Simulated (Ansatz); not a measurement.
## Thickness series in hypothetical zinc blende HgO

Consider HgO in the zinc blende structure (space group F-43m, No. 216; a = 5.293 Å; a hypothetical phase, not in the database extracts checked). Axes: x, y, z lie along the cube axes.

Free-standing slabs (2 atom(s) a layer) normal to [110] with 15 Å of vacuum; in-plane cell held at bulk.

Calculations: DFT with PBE, PAW potentials and a 420 eV plane-wave cutoff in Ansatz (a first-principles code), no spin-orbit coupling, earlier PAW set.

Candidates:
(a) 5 layers
(b) 3 layers
(c) 7 layers

For the base:

| Item | Result |
|---|---|
| Band gap | zero |

Question: Order them by band gap, lowest first.

Answer: (c) 7 layers (0.18 eV), (a) 5 layers (0.31 eV), (b) 3 layers (1.23 eV)

With Hg present, leaving out spin-orbit coupling can change the band edges. Whether these cells are dynamically stable was not tested. The final runs are not spin-polarised. The zero or small gap of HgO can change with the level of theory.
